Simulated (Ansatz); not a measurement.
## Electron-phonon data for Nb₂CAs (P6_3/mmc)

Given:

```xyz
8
Lattice="3.2999 0.0000 0.0000 -1.6500 2.8578 0.0000 0.0000 0.0000 11.8985" Properties=species:S:1:pos:R:3 pbc="T T T"
Nb     0.0000     1.9052     4.8235
Nb     1.6500     0.9526     7.0750
Nb     1.6500     0.9526    10.7727
Nb     0.0000     1.9052     1.1258
As     1.6500     0.9526     2.9746
As     0.0000     1.9052     8.9239
C      0.0000     0.0000     5.9492
C      0.0000     0.0000     0.0000
```

Level of theory: PBEsol, DFPT electron-phonon coupling, linearised Boltzmann equation (plane waves, PAW, scalar-relativistic; Ansatz, a program for electronic structure). Cell: relaxed with this functional, without spin-orbit coupling.

```
Property                                                                                                        Result
----------------------------------------------------------------------------------  ----------------------------------
resistivity at 300 K                                                                19.2 (x), 19.2 (y), 14.9 (z) μΩ·cm
resistivity at 77 K                                                                 1.51 (x), 1.51 (y), 1.15 (z) μΩ·cm
electron mean free path at 300 K (weighted by the current that each state carries)                              7.5 nm
electron-phonon coupling λ                                                                                        0.43
transport coupling λ_tr                                                                                           0.44
logarithmic mean phonon energy                                                                                  27 meV
density of states at the Fermi level                                                        1.48 states/(eV·spin·cell)
Drude plasma energy                                                                       4.9 (x), 4.9 (y), 5.5 (z) eV
```

A metal at this level (no band gap). Only scattering by harmonic phonons is included (no impurities, grain boundaries, electron-electron scattering or thermal expansion). Spin-orbit coupling is left out. Halving the electron mesh (28x28x8) moves the resistivity by up to 3 % at 300 K, the mean free path by up to 7 %, the coupling by up to 2 %. Smearing 0.20 eV; phonons on a 5x5x2 q mesh, which this run doesn't test and which matters most at low temperature.

Computed structure with no diffraction record at hand here (it may be known, metastable or hypothetical): Nb2CAs (P6_3/mmc).
